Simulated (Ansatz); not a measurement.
Adsorption energy and surface dipole of Cl on the 1x1 (111) surface of fcc Al, one in a 2x1 cell, started at the site 'hollow Al-Al-Al over Al at depth 2.3 Å', worked from the runs' numbers; total energies count from the potentials' own zero.

The numbers are results of PBE (plane waves to 420 eV, PAW; Ansatz, an electronic-structure program), not measurements.

Model: 9-atom slab, 7.0 Å thick at the start under the adsorbate (thin: gaps and levels are the slab's own), 6x12x1 mesh, Fermi-Dirac 0.1 eV, dipole correction, 4 atoms held, the rest relaxed; held to the start's symmetry, so lower structures may exist; no spin, no spin-orbit, no U, no dispersion correction. At the end it is bonded to 2 Al. In PBE it is, or lies within 0.03 eV of, the lowest of the starts that converged.

```
quantity                                                           value
----------------------------------------------------------  ------------
slab with the adsorbate                                     -5379.485 eV
clean slab, same cell and mesh                              -4298.510 eV
reference, ½ Cl2(g)                                         -1079.444 eV
area of the cell                                                14.15 Å²
change of the step from the bottom to the top vacuum level      1.011 eV
```

Problem. What is the adsorption energy against this reference?

Solution. E(slab + adsorbate) − E(slab) − E(reference) = -1.53 eV, so in this state the adsorbate is more stable than in the reference, at a coverage of 7.07 a nm².

Problem. What dipole does adsorption add to the slab along the outward normal (Helmholtz relation, ε₀ = 0.005526 e/(V·Å))?

Solution. p = −ε₀·A·ΔV = -0.079 e·Å = -0.38 D; its negative end points to the vacuum, which raises the vacuum level.
